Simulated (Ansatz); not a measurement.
## MgS (P6₃mc, No. 186, 4 atoms in the cell; start mp-1185942; a measured phase of this formula has another space group)

The numbers are results of HSE06 (Ansatz, a first-principles code, PAW), not measurements.

Numerical settings: plane-wave cutoff 520 eV, 6×6×4 k mesh (along the axes of the cell as run), scalar-relativistic PAW data made under PBE.

Cell (relaxed at this level):

```cif
data_Mg2S2
_chemical_formula_sum 'Mg2 S2'
_space_group_name_H-M_alt 'P63mc'
_space_group_IT_number 186
_space_group_name_Hall 'P 6c -2c'
_cell_length_a 4.03100
_cell_length_b 4.03100
_cell_length_c 6.44929
_cell_angle_alpha 90.000
_cell_angle_beta 90.000
_cell_angle_gamma 120.000
loop_
_atom_site_label
_atom_site_type_symbol
_atom_site_symmetry_multiplicity
_atom_site_Wyckoff_symbol
_atom_site_fract_x
_atom_site_fract_y
_atom_site_fract_z
_atom_site_occupancy
Mg1 Mg 2 b 0.66667 0.33333 0.49694 1
S1 S 2 b 0.33333 0.66667 0.37805 1
```

| Quantity | Result |
|---|---|
| Voigt–Reuss–Hill bulk modulus | 59.3 GPa |
| polycrystal shear modulus (Hill average) | 20.8 GPa |
| Young modulus | 56.0 GPa |
| Poisson ratio | 0.343 |

Note: the relaxation could not lower the start's symmetry, so the cell can be a saddle point above a distorted one.

Elastic constants are with the ions relaxed.

Static lattice: no zero-point or thermal effects.

Computing time: around 2.6 core-hours (rough).

A start named mp-… is a Materials Project structure, which need not be a measured phase.
